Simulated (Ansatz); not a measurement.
Seebeck coefficient (μV/K, mean over directions) of p-type BN (Fmm2) against carrier density, r2SCAN+D4, rigid bands in Ansatz (a first-principles code). Computed gap 4.01 eV; densities at which minority carriers matter at this gap, or further valleys turn the trend, are left out. Conductivity mass 0.94 mₑ (harmonic mean over directions), N_v = 5.4e19 cm⁻³ at 300 K.

| hole density | 300 K | 500 K |
|---|---|---|
| 1e16 cm⁻³ | 958 | 1029 |
| 1e17 cm⁻³ | 760 | … |
| 1e18 cm⁻³ | 562 | 633 |
| 3e18 cm⁻³ | 467 | 538 |
| 1e19 cm⁻³ | 365 | 435 |
| 3e19 cm⁻³ | 273 | … |
| 1e20 cm⁻³ | 179 | 243 |
| 3e20 cm⁻³ | 108 | 162 |
| 1e21 cm⁻³ | … | 94 |

Task: Some entries are withheld; supply them.

Result: 
- 1e17 cm⁻³, 500 K: 831
- 3e19 cm⁻³, 500 K: 342
- 1e21 cm⁻³, 300 K: 57

Rigid bands with a gap fixed in temperature, one relaxation time for all states, no polarons or phonon drag, and whether or not such doping can be reached. Spin-orbit coupling is left out. Geometry: cell and atoms relaxed with r2SCAN+D4.

Computed structure with no diffraction record at hand here (it may be known, metastable or hypothetical): BN (Fmm2).
